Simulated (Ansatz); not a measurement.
Ansatz (a quantum-chemistry and plane-wave program) run on Cs3Bi (I4mm, 4 atoms in the cell): self-consistent single point.

Method: PBEsol, default PAW files made with PBE (plane waves; Ansatz).

The change in words: lattice scaled by 0.98; basis.ecutrho_ratio: default → 4. Reference geometry:
```yaml
crystal:
  lattice:
    - [0.00000, 4.67311, 4.67311]
    - [4.67311, 0.00000, 4.67311]
    - [4.67311, 4.67311, 0.00000]
  atoms:
    - { symbol: Cs, position: [0.25000, 0.25000, 0.25000] }
    - { symbol: Cs, position: [0.75000, 0.75000, 0.75000] }
    - { symbol: Cs, position: [0.50535, 0.50535, 0.49465] }
    - { symbol: Bi, position: [0.00000, 0.00000, 0.00000] }
```

Reference input (self-consistent single point, DFT, PBEsol, plane waves, default PAW files made with PBE): basis.ecutwfc = 420 eV; kpoints.mp_grid.grid = 5 5 5; hamiltonian.xc = pbesol; hamiltonian.pseudopotentials = {kind: paw} (the program's default PAW files); scf.occupations.method = gaussian; scf.occupations.width = 0.272 eV. This run's input differs from it in these lines:

Ansatz 0.2 input:
```diff
@@ -3,9 +3,9 @@
   lattice:
-    - [0.000000, 4.673112, 4.673112]
-    - [4.673112, 0.000000, 4.673112]
-    - [4.673112, 4.673112, 0.000000]
+    - [0.000000, 4.579650, 4.579650]
+    - [4.579650, 0.000000, 4.579650]
+    - [4.579650, 4.579650, 0.000000]
   atoms:
-    - { symbol: Cs, position_ang: [2.336556, 2.336556, 2.336556] }
-    - { symbol: Cs, position_ang: [7.009668, 7.009668, 7.009668] }
-    - { symbol: Cs, position_ang: [4.673112, 4.673112, 4.723114] }
+    - { symbol: Cs, position_ang: [2.289825, 2.289825, 2.289825] }
+    - { symbol: Cs, position_ang: [6.869475, 6.869475, 6.869475] }
+    - { symbol: Cs, position_ang: [4.579650, 4.579650, 4.628652] }
     - { symbol: Bi, position_ang: [0.000000, 0.000000, 0.000000] }
@@ -13,2 +13,3 @@
   ecutwfc: 420.0
+  ecutrho_ratio: 4
 kpoints:
```

Log, with long lists cut:

```
SCF iter   1: F=—  HF=-29000.870499 eV  |F-HF|=—  |Δ(HF+E_count)|=         —  Δρ=1.15e-3  dr2=3.18e-3  ethr=1.77e-3  ⟨swp⟩=9.1  Hψ=2290  notcnv=0
all-band conjugate gradients solve this SCF's bands
preconditioner: auto → Resta (q_TF=auto, 2.118 Å⁻¹)
SCF iter   2: F=—  HF=-29000.871779 eV  |F-HF|=—  |Δ(HF+E_count)|=   1.28e-3  Δρ=6.59e-4  dr2=8.91e-4  ethr=7.56e-6  ⟨swp⟩=2.7  Hψ=1018  notcnv=0
SCF iter   3: F=—  HF=-29000.871723 eV  |F-HF|=—  |Δ(HF+E_count)|=   5.62e-5  Δρ=2.72e-4  dr2=1.47e-4  ethr=2.12e-6  ⟨swp⟩=2.4  Hψ=794  notcnv=0
SCF iter   4: F=—  HF=-29000.871748 eV  |F-HF|=—  |Δ(HF+E_count)|=   2.53e-5  Δρ=4.81e-5  dr2=3.98e-6  ethr=3.49e-7  ⟨swp⟩=2.3  Hψ=711  notcnv=0
SCF iter   5: F=—  HF=-29000.871806 eV  |F-HF|=—  |Δ(HF+E_count)|=   5.81e-5  Δρ=1.22e-5  dr2=2.31e-7  ethr=9.48e-9  ⟨swp⟩=2.6  Hψ=802  notcnv=0
SCF iter   6: F=-29000.871807 eV  HF=-29000.871807 eV  |F-HF|=2.33e-8  |Δ(HF+E_count)|=   3.47e-7  Δρ=2.47e-6  dr2=3.64e-8  ethr=2.38e-10  ⟨swp⟩=9.7  Hψ=2599  notcnv=0
SCF 1 converged in 6 iterations: F = -29000.871807 eV  dr2 = 3.64e-8
Free energy (F): -29000.871807 eV
Internal energy: -29000.867770 eV  (E = F + TS)
E sigma→0 (E₀):  -29000.869788 eV
Entropy (-TS):   -0.004036 eV (-1.009 meV/atom)
Fermi energy:    6.859556 eV
--- Forces (eV/Å), atoms counted from 1 ---
  atom   1  Cs    -0.00000000    -0.00000000     0.02233829
  atom   2  Cs    -0.00000000     0.00000000     0.02233829
  atom   3  Cs    -0.00000000     0.00000000    -0.03614768
  atom   4  Bi     0.00000000     0.00000000    -0.00854716
--- Stress (GPa, compression-positive) ---
        0.094648       0.000000       0.000000
        0.000000       0.094648       0.000000
        0.000000       0.000000       0.093512
  P = ⅓ Tr σ = 0.0943 GPa (0.943 kbar)
  The stress holds the Pulay correction. Without it, at fixed plane waves, as pw.x and ABINIT print it: P = 0.0900 GPa
```

The run converged in 6 iterations. Against the reference run the free energy goes down by 3.8 meV/atom, the pressure goes from -0.47 to 0.09 GPa and the largest force goes from 0.029 to 0.036 eV/Å.

The starting cell comes from a database of computed structures (which also holds hypothetical and non-ambient phases and stackings), without a prior relaxation at this level. Its lattice was rescaled by up to half a per cent. One atom was moved a little off its site on purpose. For this run, on top of that: lattice scaled by 0.98. Ansatz's pressure includes its estimate of the finite-basis (Pulay) stress.
